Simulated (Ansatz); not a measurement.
Take NiSi (space group Pnma, No. 62; a = 5.190 Å, b = 3.350 Å, c = 5.624 Å; non-magnetic) as the base. Axes: x, y, z lie along a, b, c of the conventional cell.

(Cell as relaxed with PBE.)

Levels (all Ansatz, an electronic-structure program, PAW, earlier PAW set): PBE (420 eV, without spin-orbit coupling); PBEsol (420 eV, scalar-relativistic without spin-orbit coupling).

Each level relaxes its own structure.

```tsv
base	PBE	PBEsol
volume per atom	12.22 Å³	11.80 Å³
band gap	zero	zero
```

The change: compressive biaxial strain of 2.80 % in the plane normal to [001], as in epitaxy on a mismatched substrate; the out-of-plane cell vector and the atoms relax.

```tsv
quantity	PBE	PBEsol
pressure (mean of the normal stresses, compression positive)	5.8 GPa	(withheld)
volume per atom	11.90 Å³	(withheld)
band gap	zero	(withheld)
```

Task: Given the PBE results, estimate those of PBEsol.

Result: 
- pressure (mean of the normal stresses, compression positive), PBEsol: 6.0 GPa
- volume per atom, PBEsol: 11.52 Å³
- band gap, PBEsol: zero

PBE's pressure lies 0.2 GPa below PBEsol's; PBE's volume per atom lies 0.38 Å³ above PBEsol's (3.3 %); the two agree on the band gap. Neither level is exact; PBEsol is the comparison here, not a measurement.

Without a gap, meshes like the base's 9×14×8 leave anisotropic stresses uncertain by several tenths of a GPa, and small strain energies with them. Whether these cells are dynamically stable was not tested. Seeded moments were not kept for the base. The final runs are not spin-polarised.
